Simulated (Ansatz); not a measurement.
# A self-consistent single point of AgO (P1, 8 atoms in the cell) with Ansatz

Method: PBEsol, default PAW files made with PBE (plane waves; Ansatz, an electronic-structure program).

The input file:

Ansatz 0.2 input:
```yaml
crystal:
  lattice:
    - [5.77983800, 0.00000000, 0.00000000]
    - [0.00000000, 3.51370700, 0.00000000]
    - [-1.64076600, 0.00000000, 5.26776500]
  atoms:
    - { symbol: Ag, position_ang: [-0.82038627, 1.75685350, 2.68388413] }
    - { symbol: Ag, position_ang: [0.00000000, 0.00000000, 0.00000000] }
    - { symbol: Ag, position_ang: [2.88991900, 1.75685350, 0.00000000] }
    - { symbol: Ag, position_ang: [2.06953600, 0.00000000, 2.63388250] }
    - { symbol: O, position_ang: [3.62994731, 0.58302940, 1.47623846] }
    - { symbol: O, position_ang: [0.50912469, 2.93067760, 3.79152654] }
    - { symbol: O, position_ang: [1.32950769, 2.33988290, 1.15764404] }
    - { symbol: O, position_ang: [2.80956431, 1.17382410, 4.11012096] }
basis:
  ecutwfc: 420.0 eV
kpoints:
  mp_grid: { grid: [4, 6, 4] }
hamiltonian:
  xc: pbesol
  pseudopotentials: { kind: paw }
scf:
  occupations: { method: fermi_dirac, width: 0.1 eV }
output:
  forces: true
  eigenvalues: true
  stress: true
```

Output (repeated stretches shortened):

```
WARN ansatz: RAYON_NUM_THREADS=1 ignored (pool sized by the plan → 1); use --threads N
Pseudopotentials: kind: paw
Pseudopotential: Ag, paw, valence charge 19
Pseudopotential: O, paw, valence charge 6
Crystal: 8 atoms, lattice volume = 106.981 Å³
Basis set: ecut = 420 eV, 2077 PW (Γ), exchange–correlation on 80×48×80 points (8 copies of the dense FFT grid, shifted against one another)
Bands: 60, of which v1, the nominal top of the filled ones, is band 50 counted from 1 (49 counted from 0)
Symmetry: 1 space group operations
Space group: P1 (ITA 1), of the structure as read, at distance tolerance 4.7e-5 Å
k-points: 52 of 96 (time reversal used)
PAW frozen core: Ag, regenerated for the run's functional, and the local potential with it
PAW frozen core: O, regenerated for the run's functional, and the local potential with it
Initial density: superposition of atomic densities (neutral atoms: chi_scale 0, normalization atom), corrected by the library's trained network
Initial wavefunctions: pseudopotential atomic-orbital guess
Eigensolver: davidson
Functional: x = pbesol(κ = 0.804, μ = 0.12345679012345678), c = pbesol(β = 0.046)
SCF iter   1: F=—  HF=-32323.005119 eV  |F-HF|=—  |Δ(HF+E_count)|=         —  Δρ=1.79e-2  dr2=2.93e-1  ethr=1.77e-3  ⟨swp⟩=5.3  Hψ=9924  notcnv=0  defer=109
all-band conjugate gradients solve this SCF's bands
preconditioner: auto → Kerker (q_TF=auto, 2.698 Å⁻¹)
SCF iter   2: F=—  HF=-32322.942948 eV  |F-HF|=—  |Δ(HF+E_count)|=   6.22e-2  Δρ=7.75e-3  dr2=6.85e-2  ethr=2.93e-4  ⟨swp⟩=2.0  Hψ=3853  notcnv=0  defer=132
SCF iter   3: F=—  HF=-32322.926826 eV  |F-HF|=—  |Δ(HF+E_count)|=   1.61e-2  Δρ=1.63e-3  dr2=4.99e-3  ethr=6.85e-5  ⟨swp⟩=2.5  Hψ=4601  notcnv=0  defer=132
SCF iter   4: F=—  HF=-32322.926142 eV  |F-HF|=—  |Δ(HF+E_count)|=   6.84e-4  Δρ=5.58e-4  dr2=1.01e-3  ethr=4.99e-6  ⟨swp⟩=1.0  Hψ=2975  notcnv=0  defer=132
SCF iter   5: F=—  HF=-32322.925992 eV  |F-HF|=—  |Δ(HF+E_count)|=   1.50e-4  Δρ=1.85e-4  dr2=1.26e-4  ethr=1.01e-6  ⟨swp⟩=2.4  Hψ=4213  notcnv=0  defer=132
SCF iter   6: F=—  HF=-32322.925974 eV  |F-HF|=—  |Δ(HF+E_count)|=   1.82e-5  Δρ=7.31e-5  dr2=1.54e-5  ethr=1.26e-7  ⟨swp⟩=2.1  Hψ=3693  notcnv=0  defer=132
SCF iter   7: F=—  HF=-32322.925902 eV  |F-HF|=—  |Δ(HF+E_count)|=   7.22e-5  Δρ=3.38e-5  dr2=1.74e-6  ethr=1.54e-8  ⟨swp⟩=2.1  Hψ=4420  notcnv=0  defer=132
SCF iter   8: F=—  HF=-32322.925902 eV  |F-HF|=—  |Δ(HF+E_count)|=   2.70e-8  Δρ=1.32e-5  dr2=1.59e-7  ethr=1.74e-9  ⟨swp⟩=2.0  Hψ=5032  notcnv=0  defer=132
SCF iter   9: F=-32322.925902 eV  HF=-32322.925902 eV  |F-HF|=5.21e-9  |Δ(HF+E_count)|=   2.15e-8  Δρ=3.31e-6  dr2=1.38e-8  ethr=1.00e-10  ⟨swp⟩=9.2  Hψ=11330  notcnv=0
SCF 1 converged in 9 iterations: F = -32322.925902 eV  dr2 = 1.38e-8
SCF converged after 9 iterations
Free energy (F): -32322.925902 eV
Harris-Foulkes:  -32322.925902 eV  (|F-HF|=5.21e-9)
Internal energy: -32322.885076 eV  (E = F + TS)
E sigma→0 (E₀):  -32322.905489 eV
Entropy (-TS):   -0.040825 eV (-5.103 meV/atom)
Fermi energy:    11.828379 eV
--- Per-component energies (eV) ---
  E_band       = -1225.504876
  E_kinetic    = 2790.556823
  E_local      = -11294.098849  (includes V_loc(G=0)·N_el)
  E_nonlocal   = 527.473235
  E_hartree    = 4915.352178
  E_xc         = -1018.761100
  E_vxc        = -1301.640470  (∫ρ·V_xc dr)
  E_paw        = -15942.015036  (= ΣΔE_a)
  E_vpaw       = -1778.512976  (= ΣTr[D̂ρ^β])
  E_aug_tail   = 0.010684  (compensation charges beyond the density's cutoff)
  E_ewald      = -12302.835119
  E_core_change = 1.432108  (= ΣΔE_core)
  E_smearing   = -0.040825  (= −TS)
  E_closure    = 0.000000  (closes the sum)
  Σ components = -32322.925902   (vs F -32322.925902, Δ=0.00e0)
--- Forces (eV/Å), atoms counted from 1 ---
  atom   1  Ag    -0.22179751    -0.16146131    -0.26564735
  atom   2  Ag    -0.01165598    -0.00032492     0.03300104
  atom   3  Ag     0.02383813     0.00312835     0.05797658
  atom   4  Ag     0.01405865    -0.00528357    -0.04091800
  atom   5  O      0.21158555     0.17116377     0.18041690
  atom   6  O     -0.00456043    -0.00393448     0.03372788
  atom   7  O     -0.12430463     0.09484522    -0.07773641
  atom   8  O      0.11283708    -0.09813114     0.07917842
  max |Σ_I F_I| component: 1.91e-6 eV/Å
--- Stress (GPa, compression-positive) ---
       -1.247472       0.040272      -0.752058
        0.040271      -0.752986       0.020035
       -0.752058       0.020035      -1.032544
  P = ⅓ Tr σ = -1.0110 GPa (-10.110 kbar)
  The stress holds the Pulay correction. Without it, at fixed plane waves, as pw.x and ABINIT print it: P = -1.5388 GPa
--- Band table (eV; the first three rows and the last of 52) ---
  k-point 0: bands = ["-80.3147", "-80.3127", "-78.6969", "-78.6948", "-43.9943", "-43.9891", "-43.9801", "-43.9646", "-43.4082", "-43.4026", "-42.3116", "-42.3098", "-42.1934", "-42.1867", "-42.1590", "-42.1514", "-6.8683", "-6.1092", "-5.8773", [...]
  k-point 1: bands = ["-80.3144", "-80.3129", "-78.6967", "-78.6950", "-43.9900", "-43.9878", "-43.9814", "-43.9690", "-43.4074", "-43.4034", "-42.3114", "-42.3097", "-42.1920", "-42.1871", "-42.1587", "-42.1532", "-6.7332", "-6.0944", "-5.9757", [...]
  k-point 2: bands = ["-80.3141", "-80.3133", "-78.6964", "-78.6952", "-43.9851", "-43.9842", "-43.9798", "-43.9790", "-43.4057", "-43.4051", "-42.3113", "-42.3096", "-42.1897", "-42.1882", "-42.1574", "-42.1558", "-6.4174", "-6.3546", "-6.0201", [...]
  k-point 51: bands = ["-80.3139", "-80.3131", "-78.6962", "-78.6950", "-43.9919", "-43.9914", "-43.9744", "-43.9740", "-43.4094", "-43.4088", "-42.3135", "-42.3118", "-42.1936", "-42.1925", "-42.1566", "-42.1556", "-6.3538", "-6.3484", "-5.8373", [...]
```

The run converged in 9 iterations.

The starting cell comes from a database of computed structures (which also holds hypothetical and non-ambient phases and stackings), without a prior relaxation at this level. Its lattice was rescaled by up to half a per cent. One atom was moved a little off its site on purpose. Ansatz's pressure includes its estimate of the finite-basis (Pulay) stress. Without the estimate this run gives -1.54 GPa. A gap is left out here, as mesh or smearing make it unsure.
